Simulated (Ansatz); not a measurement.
Density of states of NaF (Fm-3m) below the valence band maximum, PBEsol, rigid bands in Ansatz (a quantum-chemistry and plane-wave program); cell volume 24.8 Å³.

(energy from edge (eV), 10⁻³ states/eV/cell): (0.006, 595); (0.031, 1340); (0.056, 1880); (0.081, 2400); (0.106, 2940); (0.131, 3500); (0.156, 4150); (0.181, 4920); (0.206, 5890); (0.231, 7300); (0.256, 10300); (0.281, 10800); (0.319, 10400); (0.344, 10100); (0.369, 9880); (0.394, 9720); (0.419, 7890); (0.444, 6350); (0.469, 5390); (0.494, 4770); (0.519, 4260); (0.544, 3850); (0.569, 3420); (0.594, 3080)

Task: What effective density of states at 300 K does this give (∫ g(E) exp(−E/k_BT) dE, both spins, divided by the cell's size)?

Result: 1.2e21 cm⁻³, a density-of-states mass of 13.0 mₑ, valleys and band degeneracy included.

Spin-orbit coupling is left out. Geometry: cell and atoms relaxed with PBEsol.
